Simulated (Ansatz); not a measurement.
# BaTiO3, response to strain

Take BaTiO$_{3}$ in the cubic perovskite structure (space group Pm-3m, No. 221; a = 4.019 Å) as the base.

Strains are applied to the cell and any free atomic positions relax.

Calculations: DFT with PBE, PAW potentials and a 420 eV plane-wave cutoff in Ansatz (a first-principles code), no SOC.

Candidates:
(a) isotropic strain +2.40 %
(b) isotropic strain +3.00 %
(c) isotropic strain +0.60 %
(d) isotropic strain +1.20 %

Before the change:

```
Property   Result
--------  -------
Band gap  1.78 eV
```

Task: Order them by band gap, lowest first.

Result: (b) isotropic strain +3.00 % (1.59 eV), (a) isotropic strain +2.40 % (1.63 eV), (d) isotropic strain +1.20 % (1.71 eV), (c) isotropic strain +0.60 % (1.75 eV)

Stability against distortions was not tested. All final runs are without spin polarisation. Many cubic perovskites are stable only at high temperature; tilts and polar distortions were not tested. This is not the structure that BaTiO3 has at room temperature and ambient pressure.
